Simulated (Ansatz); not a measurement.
# What uniaxial strain ε_xx = −0.92 % does to BN

The parent structure is BN in the h-BN type structure (space group P6_3/mmc, No. 194; a = 2.501 Å, c = 6.526 Å; layered, stacked along the Cartesian z axis). Axes: x lies along a and z along c of the hexagonal cell.

Perturbation: the cell is compressed by 0.92 % along x with no lateral relaxation, atoms relaxed at fixed cell.

Computed with r2SCAN+rVV10 (Ansatz, a quantum-chemistry and plane-wave program), scalar-relativistic without spin-orbit coupling. Settings: 15×15×5 k-points, 0.05 eV Fermi–Dirac smearing.

- Volume per atom: 8.75 Å³ (base 8.83 Å³)
- Space group: Cmcm (No. 63) (base P6_3/mmc (No. 194))
- Shortest interatomic distance: 143.5 pm (base 144.4 pm)
- Energy relative to the base (free energy F): +2.2 meV/atom
- Band gap: 4.72 eV (base 4.74 eV)
- Gap character: indirect, k = (0.400, 0.267, 0) in the run's primitive reciprocal basis → Y
- Smallest direct gap: 5.21 eV (base 5.18 eV)
- Stress (xx, yy, zz, yz, xz, xy; compression positive): (8.75, 1.93, 0.00, 0.00, 0.00, 0.00) GPa

Final structure:

```
CELL_PARAMETERS angstrom
      2.47758     0.00000     0.00000
     -1.23879     2.16557     0.00000
      0.00000     0.00000     6.52584
ATOMIC_POSITIONS crystal
  B  0.33211 0.66422 0.25000
  B  0.66789 0.33578 0.75000
  N  0.33521 0.67043 0.75000
  N  0.66479 0.32957 0.25000
```

Cost of the whole job for the changed cell (relaxation, final SCF and bands): around 50 core-seconds (rough).

Whether these cells are dynamically stable was not tested. k-point labels follow each cell's own Brillouin zone.
